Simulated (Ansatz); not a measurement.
Li2Si (R-3m), PBEsol, DFPT electron-phonon coupling, linearised Boltzmann equation run with Ansatz (a program for electronic structure). Phonon-limited resistivity 13.9 μΩ·cm at 300 K along y (a = (2.15, 1.24, 6.11) Å; b = (-2.15, 1.24, 6.11) Å; c = (0.00, -2.49, 6.11) Å), current-weighted mean free path 13.2 nm, Drude plasma energy 4.71 eV.

What is the classical skin depth at 100 GHz (nonmagnetic, μ₀ = 1.257×10⁻⁶ H/m)?

δ = √(ρ/(π f μ₀)) = 593 nm.

Estimate the resistivity of a 40 nm square wire with diffuse walls from ρ ≈ ρ₀(1 + 3ℓ/4d).

1 + 0.75 × 13.2/40 = 1.25, so ρ ≈ 17.3 μΩ·cm and a line 1 μm long has 108 Ω. The formula is the free-electron limit for d well above ℓ; grain boundaries add to it.

What Drude relaxation time do resistivity and plasma energy imply?

ω_p = 7.16e15 s⁻¹, so τ = 1/(ε₀ ω_p² ρ) = 15.9 fs, a damping ħ/τ of 41.5 meV.

A metal at this level (no band gap). Only scattering by harmonic phonons is included (no impurities, grain boundaries, electron-electron scattering or thermal expansion). Spin-orbit coupling is left out. The run warned that the eigensolver left some states short of its tolerance. Halving the electron mesh (24x24x24) moves the resistivity by up to 3 % at 300 K, the mean free path by up to 2 %. Smearing 0.20 eV; phonons on a 4x4x4 q mesh, which this run doesn't test.

Computed structure with no diffraction record at hand here (it may be known, metastable or hypothetical): Li2Si (R-3m).
